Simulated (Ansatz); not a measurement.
The starting structures come from a database of crystals and need not be the phases stable at ambient conditions.

By PBEsol, the system below comes out a metal.

A figure of merit of an interconnect metal is its ballistic conductance per area.

```yaml
crystal:
  lattice:
    - [4.63609, 0.00000, 0.00000]
    - [0.00000, 4.64595, 0.00000]
    - [2.31805, 0.00000, 1.64101]
  atoms:
    - { symbol: Ti, position: [0.50000, 0.50000, 0.00000] }
    - { symbol: Nb, position: [0.00000, 0.00000, 0.00000] }
```

The cell is taken as given; by PBEsol it stands under a pressure of -5.8 GPa.

The current flows along the normal of the first two printed cell vectors. No spin-orbit coupling; the value is a mean over 0.1 eV about the Fermi level.

Q: Estimate the ballistic conductance per area that PBEsol in Ansatz (a quantum-chemistry and plane-wave program) returns for this system.

A: 1.6 × 10¹⁵ S/m² for both spins.
